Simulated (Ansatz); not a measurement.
A hypothetical phase is included: elements placed on a structure type, which no database files for this compound.

By PBEsol, the system below comes out a metal.

The ballistic (Sharvin) conductance counts the channels at the Fermi level: G/A = (e²/h) × channels of both spins per area.

Consider the following.

```yaml
crystal:
  lattice:
    - [2.70236, 0.00000, 0.00000]
    - [0.00000, 2.70236, 0.00000]
    - [0.00000, 0.00000, 2.70236]
  atoms:
    - { symbol: Ag, position: [0.00000, 0.00000, 0.00000] }
```

The cell was relaxed by PBE-D3(BJ); by PBEsol it stands under a pressure of -1.6 GPa.

The current flows along the normal of the first two printed cell vectors, the (001) plane of the conventional cell. No spin-orbit coupling; the value is a mean over 0.1 eV about the Fermi level.

Task: Predict the ballistic conductance per area from PBEsol in Ansatz (a first-principles code).

Result: 0.77 × 10¹⁵ S/m² for both spins.
